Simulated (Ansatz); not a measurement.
Take FeO in the rock salt structure (space group Fm-3m, No. 225; a = 4.266 Å; ferromagnetic; relaxed with 0.1 eV smearing) as the base. Axes: x, y, z lie along the cube axes.

Structures relaxed with r2SCAN, PAW, 500 eV (Ansatz, a first-principles code; without spin-orbit coupling).

Base:

Simulated powder pattern, Cu Kα1, λ = 1.54056 Å (kinematic, ideal powder, no thermal factors, no anomalous dispersion; the 8 strongest lines at most, above 2 %, up to 2θ = 90°):

```csv
2θ (°),I/Imax (%),hkl
36.45,67,(111)
42.34,100,(200)
61.42,57,(220)
73.58,25,(311)
77.44,17,(222)
```

The change: uniaxial strain ε_xx = −3.28 %, all other strain components held at zero; the atoms relax in the strained cell.

After the change:

Simulated powder pattern, Cu Kα1, λ = 1.54056 Å (kinematic, ideal powder, no thermal factors, no anomalous dispersion; the 8 strongest lines at most, above 2 %, up to 2θ = 90°):

| 2θ (°) | d (Å) | I/Imax (%) | hkl |
|---|---|---|---|
| 36.88 | 2.435 | 97 | (111) |
| 42.34 | 2.133 | 100 | (020) |
| 43.85 | 2.063 | 45 | (200) |
| 61.42 | 1.508 | 29 | (022) |
| 62.59 | 1.483 | 53 | (220) |
| 73.85 | 1.282 | 25 | (131) |
| 75.98 | 1.251 | 11 | (311) |
| 78.49 | 1.218 | 25 | (222) |

The indices refer to the base's conventional cell; one index is shown for lines that coincide. The space group is now I4/mmm (No. 139).

No phonon test of stability was made. No Hubbard U is applied and the magnetic state is the run's own (FeO ferromagnetic); other magnetic orders, which need larger cells, were not tried and can change the gap. In its common phase, real FeO is an antiferromagnetic insulator at low temperature.
